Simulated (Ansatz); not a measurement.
The starting structures come from a database of crystals and need not be the phases stable at ambient conditions.

The decay constant κ of evanescent states in the gap governs leakage through a thin film.

Given:

```yaml
crystal:
  lattice:
    - [5.94589, 0.00000, 0.00000]
    - [0.00000, 10.11936, 0.00000]
    - [0.00000, 3.34777, 4.78376]
  atoms:
    - { symbol: Sr, position: [0.04163, 0.24908, 0.24130] }
    - { symbol: Sr, position: [0.95837, 0.75092, 0.75870] }
    - { symbol: Sr, position: [0.54163, 0.25092, 0.75870] }
    - { symbol: Sr, position: [0.45837, 0.74908, 0.24130] }
    - { symbol: Ca, position: [0.50000, 0.00000, 0.50000] }
    - { symbol: Ca, position: [0.00000, 0.50000, 0.50000] }
    - { symbol: W, position: [0.50000, 0.50000, 0.00000] }
    - { symbol: W, position: [0.00000, 0.00000, 0.00000] }
    - { symbol: O, position: [0.52819, 0.72713, 0.68818] }
    - { symbol: O, position: [0.47181, 0.27287, 0.31182] }
    - { symbol: O, position: [0.02819, 0.77287, 0.31182] }
    - { symbol: O, position: [0.97181, 0.22713, 0.68818] }
    - { symbol: O, position: [0.31183, 0.45849, 0.77220] }
    - { symbol: O, position: [0.68817, 0.54151, 0.22780] }
    - { symbol: O, position: [0.81183, 0.04151, 0.22780] }
    - { symbol: O, position: [0.18817, 0.95849, 0.77220] }
    - { symbol: O, position: [0.76912, 0.45132, 0.86489] }
    - { symbol: O, position: [0.23088, 0.54868, 0.13511] }
    - { symbol: O, position: [0.26912, 0.04868, 0.13511] }
    - { symbol: O, position: [0.73088, 0.95132, 0.86489] }
```

Space group of this cell: P2_1/c. The cell is taken as given; by PBEsol its mean pressure is -7.5 GPa.

Transport runs along the normal of the first two printed cell vectors.

No gap correction and no spin-orbit coupling; mid-gap values are interpolated between computed energies.

Task: State the band gap and the smallest decay constant κ at mid-gap according to PBEsol (Ansatz, a program for electronic structure).

Result: Gap 3.00 eV on a 6×4×6 mesh; κ = 0.365 1/Å, at the zone centre.
